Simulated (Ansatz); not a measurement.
Take Se (space group P3_121, No. 152; made of chains) as the base.

```
CELL_PARAMETERS angstrom
      4.50569     0.00000     0.00000
     -2.25284     3.90204     0.00000
      0.00000     0.00000     4.99129
ATOMIC_POSITIONS crystal
  Se 0.21709 0.00000 0.83333
  Se 0.00000 0.21709 0.16667
  Se 0.78291 0.78291 0.50000
```

All numbers come from r2SCAN (Ansatz, a quantum-chemistry and plane-wave program; PAW; 500 eV plane waves; no spin-orbit coupling).

Before the change:

| Item | Value |
|---|---|
| Band gap | 1.33 eV |
| Smallest direct gap | 1.54 eV |

It is then changed as follows: every lattice vector is stretched by 5.55 %, atoms relaxed at fixed cell.

Task: How does this affect the band gap?

Result: The band gap shrinks by 0.37 eV to 0.96 eV.

Task: What does the calculation give for the energy relative to the base after the change?

Result: The energy increases by 40 meV/atom.

Task: What does the calculation give for the largest internal atomic displacement after the change?

Result: The largest internal atomic displacement is 0.094 Å.

Task: How does this affect the smallest direct gap?

Result: The smallest direct gap decreases by 0.42 eV to 1.12 eV.

The cells carry an imposed strain or load. No phonon test of stability was made. No dispersion term is included, though the crystal is made of layers, chains or molecules, so its spacings can come out too wide.
